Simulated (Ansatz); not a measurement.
## A computed series for ZrO2: pressure series

Base system: ZrO2 (space group P4_2/nmc, No. 137).

```
ZrO2
1.0
    3.60134     0.00000     0.00000
    0.00000     3.60134     0.00000
    0.00000     0.00000     5.22807
Zr O
2 4
Cartesian
  0.00000   0.00000   0.00000
  1.80067   1.80067   2.61403
  0.00000   1.80067   1.02884
  0.00000   1.80067   3.64287
  1.80067   0.00000   1.58519
  1.80067   0.00000   4.19922
```

Cell and atoms are relaxed at each pressure.

Level of theory: r2SCAN (Ansatz, a first-principles code, PAW, scalar-relativistic without spin-orbit coupling).

Notes on the quantities. enthalpy: H = E + PV relative to the base's energy.

```tsv
case	enthalpy	lattice parameter a	smallest direct gap
base	–	3.601 Å	4.71 eV
pressure −2 GPa	-0.14 eV/atom	3.612 Å	4.70 eV
pressure −1 GPa	-0.07 eV/atom	3.606 Å	4.70 eV
pressure 0.9 GPa	+0.06 eV/atom	3.597 Å	4.72 eV
pressure 2.1 GPa	+0.15 eV/atom	3.591 Å	4.72 eV
pressure 4.5 GPa	+0.31 eV/atom	3.580 Å	4.74 eV
pressure 9 GPa	+0.62 eV/atom	3.561 Å	4.76 eV
pressure 15 GPa	+1.02 eV/atom	3.537 Å	4.78 eV
pressure 22.5 GPa	+1.51 eV/atom	3.510 Å	4.75 eV
pressure 30 GPa	+1.98 eV/atom	3.486 Å	4.61 eV
```

Load acts through the strain it causes; cell and atoms are relaxed under it. Stability against distortions was not tested. Competing high-pressure phases were not computed. This is not the structure that ZrO2 has at room temperature and ambient pressure.
